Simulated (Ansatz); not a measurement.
# Zr: uniaxial strain ε_zz = −1.00 %

Consider Zr in the hcp (Mg type) structure (space group P6_3/mmc, No. 194; a = 3.230 Å, c = 5.179 Å; relaxed with 0.1 eV smearing). Axes: x lies along a and z along c of the hexagonal cell.

The change: uniaxial strain ε_zz = −1.00 %, all other strain components held at zero, atoms relaxed at fixed cell.

The values are results of PBE, PAW, 420 eV (Ansatz, a first-principles code; spin-orbit coupling left out), not measurements. k-mesh 21×21×11 (Γ-centred); smearing 0.1 eV (Fermi–Dirac).

* **Volume per atom**: 23.17 Å³ (base 23.40 Å³)
* **Space group**: P6_3/mmc (No. 194) (base P6_3/mmc (No. 194))
* **Shortest interatomic distance**: 3.170 Å (base 3.191 Å)
* **Energy relative to the base (free energy F)**: +1.2 meV/atom
* **Pressure (mean of the normal stresses, compression positive)**: 1.0 GPa (base 0.0 GPa)
* **Band gap**: zero (base zero)
* **Stress (xx, yy, zz, yz, xz, xy; compression positive)**: (0.7, 0.7, 1.7, 0.0, 0.0, 0.0) GPa

Cost of the whole job for the changed cell (relaxation, final SCF and bands): roughly 17 core-seconds.

Stability against distortions was not tested. All final runs are without spin polarisation.
